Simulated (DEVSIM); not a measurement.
System: Ti/SiO2/n-Si capacitor, at 300 K.

| layer (left to right) | material | thickness (nm) | Nd (cm⁻³) |
|---|---|---|---|
| 1 | SiO2 | 3.00 | - |
| 2 | Si | 800 | 5.2e17 |

Metal gate on the left, work function 4.33 eV. Fixed charge at the semiconductor interface 2e12 cm⁻² (in units of +e); no interface traps.

Constants are typed, rounded textbook-type inputs, not results; the design itself was drawn at random and stands for no fabricated device. Values at 300 K.

```csv
parameter,SiO2,Si
gap (eV),9,1.124
affinity (eV),0.9,4.05
permittivity,3.9,11.7
Nc (cm⁻³),-,2.86e19
Nv (cm⁻³),-,3.1e19
```

DEVSIM, 1D Poisson equation in equilibrium, Boltzmann statistics, complete ionisation; no quantum confinement or tunnelling. Metal contacts follow the ideal Schottky-Mott rule: no Fermi-level pinning, no interface dipoles.

The fixed charge was swept, all else fixed.

| fixed charge (cm^-2) | flat-band voltage (V) | threshold voltage (band bending 2φF) (V) |
|---|---|---|
| -1.3e12 | 0.36 | -0.90 |
| 3.5e11 | 0.13 | -1.13 |
| 2e12 | -0.10 | … |
| 3.65e12 | -0.33 | -1.59 |
| 5.3e12 | -0.56 | -1.82 |

**Question.** Complete the blanks.

**Answer.** 
- 2e12, threshold voltage (band bending 2φF) (V): -1.36
